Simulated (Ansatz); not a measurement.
Base system: Si in the diamond structure (space group Fd-3m, No. 227).

```yaml
crystal:
  lattice:
    - [0.00000, 2.73515, 2.73515]
    - [2.73515, 0.00000, 2.73515]
    - [2.73515, 2.73515, 0.00000]
  atoms:
    - { symbol: Si, position: [0.00000, 0.00000, 0.00000] }
    - { symbol: Si, position: [0.25000, 0.25000, 0.25000] }
```

Calculations: PBE in Ansatz (plane waves to 420 eV, PAW, without spin-orbit coupling).

Strains are applied to the cell and any free atomic positions relax.

One change was made to it. Results:

The smallest direct gap increases by 0.03 eV (2.55 eV → 2.58 eV); the band gap decreases by 0.146 eV (0.61 eV → 0.47 eV); the energy goes up by 35 meV/atom; the pressure goes from zero to 7.92 GPa.

Q: What was done to the base?
A. isotropic strain +1.50 %
B. isotropic strain −0.50 %
C. isotropic strain +3.00 %
D. isotropic strain −2.50 %

A: D, isotropic strain −2.50 %. For comparison, the band gap in the other runs: isotropic strain +3.00 % gives 0.75 eV; isotropic strain +1.50 % gives 0.69 eV; isotropic strain −0.50 % gives 0.59 eV.

No phonon test of stability was made.

Ansatz is an electronic-structure program.
